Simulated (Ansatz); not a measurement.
Functionals compared on Cl on the 1x1 (110) surface of 3C silicon carbide (cut with top plane C + Si), one in a 2x2 cell, started at the site 'hollow Si', in Ansatz (plane waves, PAW). The structure was relaxed with PBE; the other rows are single points on it, each with its references at the same level. Cutoff 420 eV (500 eV for r2SCAN).

Host crystal: 3C silicon carbide, with a band gap (PBE, scalar-relativistic without spin-orbit coupling).

Set-up: 49 atoms, 7.7 Å thick at the start under the adsorbate (thin: gaps and levels are the slab's own); mesh 3x3x1; 0.01 eV smearing; dipole correction on; 24 atoms held, the rest relaxed; held to the start's symmetry, so lower structures may exist; spin-polarised, ending with about 1.0 μB a cell; orders that need a larger cell were not tried, no spin-orbit, no U, no dispersion correction. At the end it is bonded to Si. In PBE it is, or lies within 0.03 eV of, the lowest of the starts that converged. These notes are the PBE run's. r2SCAN: The program's check for a lower electronic state was not made. Adsorption energies are against ½ Cl2(g). A negative adsorption energy means that the adsorbate is more stable on the surface than in its reference.

| functional | adsorption energy (eV) | magnetic moment of the cell (μB) | rough cost of the single point |
|---|---|---|---|
| PBE | -1.82 | 1.00 | – |
| RPBE | [?] | 1.00 | roughly 5 core-minutes |
| r2SCAN | -2.13 | 1.00 | roughly 7 core-minutes |

Task: Fill in the missing entries.

Result: 
- RPBE, adsorption energy (eV): -1.70

Ansatz is an electronic-structure program.
